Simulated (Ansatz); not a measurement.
## BeSe: response to strain

Take BeSe in the zinc blende structure (space group F-43m, No. 216) as the base.

```yaml
crystal:
  lattice:
    - [0.00000, 2.56445, 2.56445]
    - [2.56445, 0.00000, 2.56445]
    - [2.56445, 2.56445, 0.00000]
  atoms:
    - { symbol: Be, position: [0.00000, 0.00000, 0.00000] }
    - { symbol: Se, position: [0.25000, 0.25000, 0.25000] }
```

Cartesian axes are those of the cell as printed.

Strains are applied to the cell and any free atomic positions relax; under biaxial strain the out-of-plane vector relaxes too.

The values are results of PBEsol (Ansatz, a program for electronic structure), no spin-orbit coupling, not measurements.

```tsv
biaxial strain, plane normal [001], relaxed out of plane (%)	band gap (eV)
0	2.47
0.5	2.41
1	2.35
1.5	2.29
2	?
2.5	2.19
3	2.14
```

**Question.** Fit E_g = E₀ + Dε (ε in %) to the rows shown and predict the withheld row.

**Answer.** Least squares on the printed values gives E₀ = 2.46 eV, D = -110 meV per % of strain (largest residual 0.01 eV); this predicts 2.24 eV, and the run gives 2.24 eV, in agreement.

Stability against distortions was not tested.
